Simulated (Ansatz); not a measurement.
A set of related cells and their band gap.

Cell A: ZnO (wurtzite, P6₃mc), 4 atoms in the cell, k-point mesh 12×12×8 on the run's own vectors.
Space group P6₃mc (No. 186); a = b = 3.280 Å, c = 5.294 Å, α = β = 90.00°, γ = 120.00°

```tsv
atom	site	symmetry	x	y	z
Zn	2b	3m.	0.6667	0.3333	0.0000
O	2b	3m.	0.6667	0.3333	0.3790
```

Cell B: TiO2 (rutile, P4₂/mnm), 6 atoms in the cell; spin state with PBE: run without spin, k-point mesh 12×8×8 on the run's own vectors.
Space group P4₂/mnm (No. 136); a = b = 4.644 Å, c = 2.964 Å, α = β = γ = 90.00°

```csv
atom,site,symmetry,x,y,z
Ti,2b,m.mm,0.0000,0.0000,0.5000
O,4g,m.2m,0.3051,0.3051,0.5000
```

Cell C: CdS (wurtzite, P6₃mc), 4 atoms in the cell, k-point mesh 12×12×6 on the run's own vectors.
```cif
data_Cd2S2
_chemical_formula_sum 'Cd2 S2'
_space_group_name_H-M_alt 'P 1'
_space_group_IT_number 1
_cell_length_a 4.19738
_cell_length_b 4.19738
_cell_length_c 6.83229
_cell_angle_alpha 90.000
_cell_angle_beta 90.000
_cell_angle_gamma 120.000
loop_
_space_group_symop_operation_xyz
  'x, y, z'
loop_
_atom_site_label
_atom_site_type_symbol
_atom_site_fract_x
_atom_site_fract_y
_atom_site_fract_z
_atom_site_occupancy
Cd1 Cd 0.66667 0.33333 0.50026 1
Cd2 Cd 0.33333 0.66667 0.00026 1
S1 S 0.66667 0.33333 0.87674 1
S2 S 0.33333 0.66667 0.37674 1
```

Cell D: Cu2O (Pn-3m), 6 atoms in the cell; spin state with PBE: run without spin, k-point mesh 8×8×8 on the run's own vectors.
```yaml
crystal:
  lattice:
    - [4.29896, 0.00000, 0.00000]
    - [0.00000, 4.29896, 0.00000]
    - [0.00000, 0.00000, 4.29896]
  atoms:
    - { symbol: Cu, position: [0.25000, 0.25000, 0.75000] }
    - { symbol: Cu, position: [0.25000, 0.75000, 0.25000] }
    - { symbol: Cu, position: [0.75000, 0.75000, 0.75000] }
    - { symbol: Cu, position: [0.75000, 0.25000, 0.25000] }
    - { symbol: O, position: [0.50000, 0.50000, 0.50000] }
    - { symbol: O, position: [0.00000, 0.00000, 0.00000] }
```

Plane-wave PAW calculations with Ansatz (a program for electronic structure), its PAW set soft_1, cutoff 420 eV, 500 eV for r2SCAN. The structures are at rest with PBE; other levels are single points on them. HSE06 runs on coarser k-point meshes, which give the PBE gaps of the finer ones within 0.03 eV. Neutral cells; Fermi-Dirac smearing of at most 0.05 eV in the solids, energies taken to zero width. The lattices are those relaxed with PBE, so at other levels the solids can be strained, which adds to the spread. The structures are the rest points that the relaxations reached, not proven lowest. No Hubbard U is applied. The runs are scalar-relativistic, without spin-orbit coupling. A dispersion term ran beside these levels; it doesn't touch the electrons. Gaps are highest filled to lowest empty Kohn-Sham level on the run's k-point mesh, states of defects and surfaces included; edges off the mesh make the true gap smaller, and under 0.08 eV counts as none; a gap is called direct where the least direct separation is within 0.02 eV of it.

Problem. Give the band gap (eV) at the level HSE06, cell by cell.

Solution. 
```
cell  HSE06
----  -----
A      2.42
B      3.34
C      2.12
D      1.93
```

With HSE06 the value is lowest for D and highest for B.

Problem. And at the other levels?

Solution. 
```json
[
 {"system": "A", "PBE": "0.74 (direct)", "r2SCAN": "1.17 (direct)"},
 {"system": "B", "PBE": "1.86 (direct)", "r2SCAN": "2.19 (direct)"},
 {"system": "C", "PBE": "1.11 (direct)", "r2SCAN": "1.56 (direct)"},
 {"system": "D", "PBE": "0.47 (direct)", "r2SCAN": "0.71 (direct)"}
]
```

With PBE the value is lowest for D and highest for B. With r2SCAN the value is lowest for D and highest for B.
